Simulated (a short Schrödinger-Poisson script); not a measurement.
MOS inversion layer, Si3N4 on p-type Si(100)

Stack: MOS inversion layer, Si3N4 on p-type Si(100), at 400 K.

| layer | material | thickness (nm) | Na (cm⁻³) |
|---|---|---|---|
| 1 | Si3N4 | 5.2 | - |
| 2 | Si | 320 | 1.8e18 |

The device is made up for the run: typed textbook-type constants, with dimensions and the other settings drawn at random. Si3N4: permittivity 7.5, conduction-band edge (eV) 1.95, gap (eV) 5.1, electron mass (mₑ) 0.5. Si: permittivity 11.7, conduction-band edge (eV) 0, gap (eV) 1.124, Nv at 300 K (cm⁻³) 3.1e19.

Channel valleys (confinement mass, in-plane density-of-states mass, number): Δ2 0.916, 0.19, 2; Δ4 0.19, 0.417, 4. At the gate the conduction-band edge of layer 1 lies 2.23 eV − eVg above the Fermi level of the channel; the field vanishes at the back. Gaps are held at their typed values at every temperature. Mesh 0.03 nm at interfaces.

From a short Schrödinger-Poisson script (our own, NumPy): 1D Poisson equation in equilibrium, electrons quantum, Hartree (BenDaniel-Duke, 12 states a valley, the channel's in-plane mass for all, wave functions free to enter the dielectric), parabolic valleys, classical holes, full ionisation, no traps, pinning or gate leakage.

```csv
Vg (V),electrons (cm⁻²),C (μF/cm²),Δ2 E0 (meV),Δ2 E1 (meV),Δ4 E0 (meV),Δ4 E1 (meV)
0.3,1.91e6,0.370,536.7,617.5,592.0,721.8
0.4,1.28e7,0.355,469.7,554.6,527.3,664.4
0.5,9.04e7,0.341,401.3,489.8,461.0,604.8
0.6,6.62e8,0.329,331.6,423.7,393.2,543.3
0.7,4.98e9,0.328,261.1,356.5,324.6,480.6
0.8,3.58e10,0.385,192.3,290.8,257.5,418.9
0.9,1.86e11,0.595,134.5,235.9,201.3,367.4
1,5.41e11,0.812,96.7,200.9,165.0,334.6
1.1,1.04e12,0.931,72.9,179.8,142.7,315.1
1.2,1.61e12,0.994,56.4,166.0,127.7,302.4
1.3,2.22e12,1.03,43.9,156.0,116.6,293.4
1.4,2.86e12,1.06,33.8,148.4,107.8,286.7
1.5,3.52e12,1.07,25.2,142.3,100.6,281.4
1.6,4.18e12,1.09,17.8,137.2,94.4,277.0
1.7,4.86e12,1.10,11.2,133.0,89.0,273.4
1.8,5.54e12,1.11,5.2,129.3,84.2,270.3
1.9,6.23e12,1.11,-0.3,126.1,79.9,267.7
2,6.93e12,1.12,-5.4,123.3,76.0,-
2.1,7.63e12,1.13,-10.1,120.8,72.3,-
2.2,8.33e12,1.13,-14.6,-,-,-
2.3,9.03e12,1.14,-,-,-,-
```

Subbands count from the Fermi level; a dash marks a level above the dielectric's band edge.
